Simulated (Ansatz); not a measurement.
Consider GaN in the zinc blende structure (space group F-43m, No. 216; a = 4.498 Å).

Now apply this change: B takes the place of Ga on all its sites, then cell and atoms are relaxed.

Levels (all Ansatz, an electronic-structure program, PAW): PBEsol (420 eV, without spin-orbit coupling); r2SCAN (500 eV, no spin-orbit coupling); HSE06 (420 eV, no spin-orbit coupling).

At the geometry relaxed with PBEsol, these levels gave the following band gaps, in shuffled order: (a) 5.01 eV, (b) 5.80 eV, (c) 4.30 eV.

Question: Match each gap to its level.

Answer: (a) r2SCAN; (b) HSE06; (c) PBEsol.

Single points use the geometry relaxed with PBEsol. HSE06 was sampled on its mesh, a few special points and the semilocal edge points, so its gap is an upper bound. Whether these cells are dynamically stable was not tested. This is not the structure that GaN has at room temperature and ambient pressure.
